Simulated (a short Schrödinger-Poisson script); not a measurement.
System: symmetric double-gate stack, SiO2 on p-type Si(110), at 400 K.

| layer | material | thickness (nm) | Na (cm⁻³) |
|---|---|---|---|
| 1 | SiO2 | 3.2 | - |
| 2 | Si | 5 | 3e15 |
| 3 | SiO2 | 3.2 | - |

The device is made up for the run: typed textbook-type constants, with dimensions and the other settings drawn at random. SiO2: permittivity 3.9, conduction-band edge (eV) 3.15, gap (eV) 9, electron mass (mₑ) 0.5. Si: permittivity 11.7, conduction-band edge (eV) 0, gap (eV) 1.124, Nv at 300 K (cm⁻³) 3.1e19.

Channel valleys (confinement mass, in-plane density-of-states mass, number): Δ4 0.315, 0.324, 4; Δ2 0.19, 0.417, 2. At the gates, both at one voltage, the conduction-band edge of layer 1 lies 3.53 eV − eVg above the Fermi level of the channel. Gaps are held at their typed values at every temperature. Mesh 0.03 nm at interfaces.

Solved with a short Schrödinger-Poisson script written for these runs: 1D Poisson equation in equilibrium, electrons quantum, Hartree (BenDaniel-Duke, 12 states a valley, the channel's in-plane mass for all, wave functions free to enter the dielectric), parabolic valleys, classical holes, full ionisation, no traps, pinning or gate leakage.

The same stack at other levels of the model or other numerical settings:

| run | sheet density of all electrons at Vg = 2.55 V (cm⁻²) | sheet density of all electrons at Vg = 0.75 V (cm⁻²) | capacitance of both gates at Vg = 2.55 V (μF/cm²) | rough cost against the base |
|---|---|---|---|---|
| base | 2.56e13 | 4.60e12 | 1.93 | about 1 |
| electrons treated as classical, Boltzmann | ___ | 5.27e12 | ___ | 0.03 |
| electrons treated as classical, Fermi-Dirac | 2.75e13 | 5.22e12 | ___ | 0.08 |
| mesh six times as coarse | 2.55e13 | 4.58e12 | 1.93 | 0.3 |
| one subband a valley | 2.55e13 | 4.58e12 | 1.92 | 0.3 |

### Question
Some entries are withheld; supply them.

### Answer

- electrons treated as classical, Fermi-Dirac, capacitance of both gates at Vg = 2.55 V (μF/cm²): 2.03
- electrons treated as classical, Boltzmann, capacitance of both gates at Vg = 2.55 V (μF/cm²): 2.09
- electrons treated as classical, Boltzmann, sheet density of all electrons at Vg = 2.55 V (cm⁻²): 2.81e13

The classical rows ignore confinement, and Boltzmann statistics overrate the density once the band edge passes the Fermi level.
